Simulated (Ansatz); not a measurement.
# A computed series for SnSe2: pressure series

The reference is SnSe$_{2}$ in the CdI2 type structure (space group P-3m1, No. 164; layered, stacked along the Cartesian z axis).

```xyz
3
Lattice="3.8403 0.0000 0.0000 -1.9201 3.3258 0.0000 0.0000 0.0000 6.0057" Properties=species:S:1:pos:R:3 pbc="T T T"
Sn     0.0000     0.0000     0.0000
Se     0.0000     2.2172     1.5935
Se     1.9201     1.1086     4.4122
```

Cell and atoms are relaxed at each pressure.

The values are results of Ansatz (a program for electronic structure) PBE-D3(BJ), without spin-orbit coupling, not measurements.

```tsv
case	band gap	lattice parameter a	c/a ratio
base	0.36 eV	384.0 pm	1.564
pressure −1 GPa	0.60 eV	(withheld)	1.618
pressure 0.9 GPa	0.22 eV	382.7 pm	1.537
pressure 2.1 GPa	0.08 eV	381.2 pm	1.510
pressure 4.5 GPa	zero	(withheld)	1.473
pressure 9 GPa	zero	374.0 pm	(withheld)
pressure 15 GPa	zero	(withheld)	1.431
pressure 22.5 GPa	zero	360.3 pm	1.436
pressure 30 GPa	zero	352.8 pm	1.458
```

Question: Some entries are withheld; estimate them.

Answer: 
- pressure −1 GPa, lattice parameter a: 385.6 pm
- pressure 4.5 GPa, lattice parameter a: 378.6 pm
- pressure 9 GPa, c/a ratio: 1.439
- pressure 15 GPa, lattice parameter a: 367.6 pm

The mesh was chosen for an insulator and is coarse for the gapless case. Load acts through the strain it causes; cell and atoms are relaxed under it. Stability against distortions was not tested. Competing high-pressure phases were not computed. All final runs are without spin polarisation. The zero or small gap of SnSe2 under pressure 0.9 GPa, SnSe2 under pressure 2.1 GPa, SnSe2 under pressure 4.5 GPa and SnSe2 under pressure 9 GPa can change with the level of theory.
